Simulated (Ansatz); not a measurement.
The starting structures come from a database of crystals and need not be the phases stable at ambient conditions.

Given:

```yaml
crystal:
  lattice:
    - [5.09556, 0.00000, 0.00000]
    - [0.00000, 9.42202, 0.00000]
    - [0.00000, 0.04496, 5.49407]
  atoms:
    - { symbol: Zn, position: [0.92290, 0.74490, 0.76800] }
    - { symbol: Zn, position: [0.42290, 0.25510, 0.23200] }
    - { symbol: I, position: [0.48630, 0.06700, 0.73720] }
    - { symbol: I, position: [0.98630, 0.93300, 0.26280] }
    - { symbol: I, position: [0.00330, 0.39980, 0.73130] }
    - { symbol: I, position: [0.50330, 0.60020, 0.26870] }
    - { symbol: O, position: [0.68820, 0.60370, 0.55210] }
    - { symbol: O, position: [0.18820, 0.39630, 0.44790] }
    - { symbol: O, position: [0.63340, 0.43470, 0.15060] }
    - { symbol: O, position: [0.13340, 0.56530, 0.84940] }
    - { symbol: O, position: [0.70530, 0.72350, 0.09370] }
    - { symbol: O, position: [0.20530, 0.27650, 0.90630] }
    - { symbol: O, position: [0.19910, 0.08110, 0.33840] }
    - { symbol: O, position: [0.69910, 0.91890, 0.66160] }
    - { symbol: O, position: [0.14280, 0.80600, 0.46910] }
    - { symbol: O, position: [0.64280, 0.19400, 0.53090] }
    - { symbol: O, position: [0.15570, 0.87620, 0.98800] }
    - { symbol: O, position: [0.65570, 0.12380, 0.01200] }
```

Space group of this cell: P2_1. The cell is taken as given; by r2SCAN its mean pressure is 0.6 GPa.

Transport runs along the normal of the first two printed cell vectors.

No gap correction and no spin-orbit coupling; mid-gap values are interpolated between computed energies.

Question: Give the band gap and the smallest decay constant κ at mid-gap that r2SCAN run with Ansatz (a quantum-chemistry and plane-wave program) yields.

Answer: Gap 3.70 eV on a 6×4×6 mesh; κ = 0.444 1/Å, at (0.000, 0.250) of the in-plane reciprocal vectors. At the zone centre, at the nearest computed energy, the slowest state has κ = 0.46 1/Å.
